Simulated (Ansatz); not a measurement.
The starting structures come from a database of crystals and need not be the phases stable at ambient conditions.

By PBEsol, the system below comes out a metal.

```
AlNi
1.0
    3.03744     0.00000     0.00000
    0.00000     3.79984     0.00000
    0.00000     1.89992     1.91413
Al Ni
1 1
Direct
  0.00000   0.00000   0.00000
  0.50000   0.50000   0.00000
```

Space group of this cell: Cmmm. The cell is strained (all lengths scaled by 0.98); by PBEsol its mean pressure is 12.4 GPa.

The current flows along the normal of the first two printed cell vectors. No spin-orbit coupling; the value is a mean over 0.1 eV about the Fermi level.

Estimate the ballistic conductance per area that Ansatz (a quantum-chemistry and plane-wave program) with PBEsol returns for this system.

1.1 × 10¹⁵ S/m² for both spins.
